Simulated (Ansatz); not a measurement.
## What tensor shear ε_xz = +1.71 % does to MoSi2

Consider MoSi2 (space group I4/mmm, No. 139; a = 3.190 Å, c = 7.822 Å; relaxed with 0.1 eV smearing). Axes: x, y, z lie along a, b, c of the conventional cell.

The change: a pure shear with ε_xz = ε_zx = 0.0171, atoms relaxed at fixed cell.

All numbers come from Ansatz (an electronic-structure program), PBEsol, PAW, cutoff 420 eV, no SOC. Γ-centred 25×25×25 mesh, Fermi–Dirac width 0.1 eV.

| quantity | base | changed | shift |
|---|---|---|---|
| volume per atom | 13.27 Å³ | 13.26 Å³ | -0.004 Å³ |
| space group | I4/mmm (No. 139) | C2/m (No. 12) | – |
| energy relative to the base (free energy F) | 0 meV/atom | +9.9 meV/atom | +9.9 meV/atom |
| pressure (mean of the normal stresses, compression positive) | 0.0 GPa | 0.3 GPa | +0.3 GPa |
| band gap | zero | zero | – |
| stress (xx, yy, zz, yz, xz, xy; compression positive) | – | (0.3, 0.3, 0.2, 0.0, -7.0, 0.0) GPa | – |

Final structure:

```xyz
3
Lattice="-1.5282 1.5950 3.8837 1.6619 -1.5950 3.9383 1.5282 1.5950 -3.8837" Properties=species:S:1:pos:R:3 pbc="T T T"
Si     0.0842     0.0000     5.2011
Si     0.0496     0.0000     2.6209
Mo     0.0000     0.0000     0.0000
```

Cost of the whole job for the changed cell (relaxation, final SCF and bands): very roughly 10 core-minutes.

The cells carry an imposed strain or load. No phonon test of stability was made. All final runs are without spin polarisation.
